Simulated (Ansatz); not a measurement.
The parent structure is HfS$_{2}$ in the rutile structure (space group P4_2/mnm, No. 136; a = 6.024 Å, c = 3.652 Å; a hypothetical phase, not in the database extracts checked).

Level of theory: DFT with PBEsol, PAW potentials and a 420 eV plane-wave cutoff in Ansatz (a program for electronic structure), no spin-orbit coupling, earlier PAW set.

Its conduction minimum is a single valley at Γ with mass 0.22 mₑ.

One thing is altered: 0.663 electrons added to each cell, a density of 5.0×10^21 cm⁻³, with a uniform compensating background at fixed cell and a 300 K Fermi–Dirac width.

**Question.** Where would a parabolic band put the Fermi level, and where does the calculation put it?

**Answer.** k_F = (3π²n)^(1/3) = 0.529 Å⁻¹, so ħ²k_F²/2m = 4.8 eV above the band edge at zero temperature. The calculation gives 0.85 eV (to 0.05 eV): the band is strongly non-parabolic or higher valleys fill at this density.

Charged cell with a jellium background: band edges are those of the host's band count, energies are not comparable with the neutral cell, and many-body gap narrowing is missing. With Hf present, leaving out spin-orbit coupling can change the band edges. The levels and masses belong to the bands next to the band gap. Effective masses come from finite differences of ±0.01 Å⁻¹. Stability against distortions was not tested.
